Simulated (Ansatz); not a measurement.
Ti on the 1x1 (110) surface of bcc Ta, one in a 2x2 cell, energies for each (31.2 Å²). Energies are against an atom of hcp Ti, without zero-point or thermal terms; each row is named by its start.

Level of theory: PBE (plane waves to 420 eV, PAW; Ansatz, an electronic-structure program).

Q: Which site binds most strongly?
(A) bridge Ta-Ta (span 3.3 Å)
(B) top Ta
(C) bridge Ta-Ta (span 2.9 Å)

A: A, bridge Ta-Ta (span 3.3 Å). Adsorption energies: bridge Ta-Ta (span 3.3 Å) 0.63 eV; bridge Ta-Ta (span 2.9 Å) 0.98 eV; top Ta 1.29 eV.
